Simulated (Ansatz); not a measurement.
Ansatz (an electronic-structure program), DFT, PBE, plane waves, its default PAW files, spin-polarised: bcc Fe, 1 atom, spin-polarised from a ferromagnetic start (3 μB on Fe). Basis and mesh were picked for this test and aren't claimed converged.

```
Item                                                                        Value
---------------------------------------  ----------------------------------------
cell                                     2.48, 2.48, 2.48 Å; 109.5, 109.5, 109.5°
task                                                                 single point
k mesh                                                                   20×20×20
hamiltonian.xc                                                                pbe
kind of files                                                                 paw
scf.occupations.method                                                fermi_dirac
scf.occupations.width                                                      0.1 eV
output.forces                                                                true
magnetization.spin_polarized                                                 true
memory maximum (--max-ram)                                                 200GiB
accuracy                                                         medium (default)
basis.precision                                                    auto (default)
basis.xc_grid                                                         2 (default)
scf.eigensolver.kind                                               auto (default)
scf.convergence.dr2_threshold                                     1e-07 (default)
scf.lower_state_search                                            light (default)
k-points after symmetry (for each spin)                                       256
bands at the start                                                             14
electrons                                                                      16
plane waves at Γ                                                              225
cutoff (eV)                                                                   420
FFT grid                                                                 18×18×18
symmetry operations                                                            48
```

Hardware: Arm Neoverse V2, 96 cores on 1 socket, no SMT, 1 L3 cache group.

Each time is the median wall time of two to five repeats, run one at a time on the otherwise empty machine; start-up is included. Processes are pinned to neighbouring cores unless said otherwise. The times hold for this build (release build for Arm (Neoverse V2), one process with threads). Scratch files lie in a memory file system.

First run (8 threads, scf.mixing.algorithm = auto (default), scf.mixing.beta_mag = not set, scf.mixing.preconditioner = auto (default), scf.mixing.ndim = not set):

```
── phase timings ───────────────────────
phase                  total
diag                  0.461s
density               0.056s
complement_search     0.039s
potential             0.019s
fermi                 0.012s
forces                0.009s
mixing                0.005s
energy                0.001s
xc_out                0.001s
energy_assemble       0.000s
paw_out               0.000s
hubbard               0.000s
efg                   0.000s
work_function         0.000s
charged_cell          0.000s
Σ                     0.604s
```

Second run:

```
── phase timings ───────────────────────
phase                  total
diag                  0.618s
density               0.093s
complement_search     0.038s
potential             0.033s
fermi                 0.018s
forces                0.009s
mixing                0.008s
energy                0.002s
xc_out                0.001s
energy_assemble       0.001s
paw_out               0.000s
hubbard               0.000s
efg                   0.000s
work_function         0.000s
charged_cell          0.000s
Σ                     0.821s
```

Task: Both blocks come from the same system on the same machine. Which change was made from the first run to the second?
A. scf.mixing.preconditioner = local_kerker
B. scf.mixing.preconditioner = ldos
C. scf.mixing.ndim = 16
D. scf.mixing.algorithm = broyden, scf.mixing.beta_mag = 2

Result: D, scf.mixing.algorithm = broyden, scf.mixing.beta_mag = 2. The largest move is in band solves (diag): 0.46 s to 0.62 s. As resolved by the program: mixer MSR1 against Broyden. The other changes gave 1.1 s (scf.mixing.preconditioner = local_kerker), 1.1 s (scf.mixing.preconditioner = ldos), 1.1 s (scf.mixing.ndim = 16), against 1.4 s here and 1.1 s at first.

Keys are those of Ansatz 0.2.
